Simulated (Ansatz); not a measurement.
Ansatz (a quantum-chemistry and plane-wave program), DFT, PBE, plane waves, its default PAW files: bcc Na, atoms displaced (Na128), 128 atoms. Basis and mesh were picked for this test and aren't claimed converged.

```
Quantity                                                    Value
-----------------------------  ----------------------------------
cell                           17.16, 17.16, 17.16 Å; 90, 90, 90°
distance to the nearest atom                       3.56 to 3.72 Å
task                                                 single point
k mesh                                                      2×2×2
hamiltonian.xc                                                pbe
kind of files                                                 paw
scf.occupations.method                                fermi_dirac
scf.occupations.width                                      0.1 eV
output.forces                                                true
memory maximum (--max-ram)                                 200GiB
accuracy                                         medium (default)
basis.precision                                    auto (default)
basis.xc_grid                                         2 (default)
scf.eigensolver.kind                               auto (default)
scf.mixing.algorithm                               auto (default)
scf.mixing.preconditioner                          auto (default)
scf.convergence.dr2_threshold                     1e-06 (default)
scf.lower_state_search                            light (default)
k-points after symmetry                                         8
bands at the start                                            704
electrons                                                    1152
plane waves at Γ                                            98985
cutoff (eV)                                                   420
FFT grid                                              120×120×120
symmetry operations                                             1
```

Hardware: Arm Neoverse V2, 96 cores on 1 socket, no SMT, 1 L3 cache group; 94 cores' worth of CPU time may be used.

Wall times, medians of two to five repeats, each run alone on the node (launch to exit). Unless noted, each process is bound to its own block of adjacent cores. The build: release build for Arm (Neoverse V2), one process with threads; another build can shift the numbers. Scratch files lie in a memory file system.

Started as
```bash
OMP_NUM_THREADS=72 ANSATZ_TIMINGS=1 ansatz run --backend cpu --threads 72 --max-ram 200GiB --events-out run.ndjson --runs-dir run.runs --progress --plain run.yaml
```
(72 threads) it takes 47 s and 7 SCF iterations.

Question: Estimate the wall time with 32 threads, free to use the whole host (workers unbound).

Answer: About 84 s (2 runs within 1 %): 1.8× as long, on 32 cores in place of 72, so 0.80× the core-time. The largest move is in band solves (diag): 36 s to 66 s. What the program resolved moves too: workers bound from true to false. Change in the result: energy under 0.001 meV/atom, forces (largest component) under 0.001 meV/Å.

Keys are those of Ansatz 0.2.
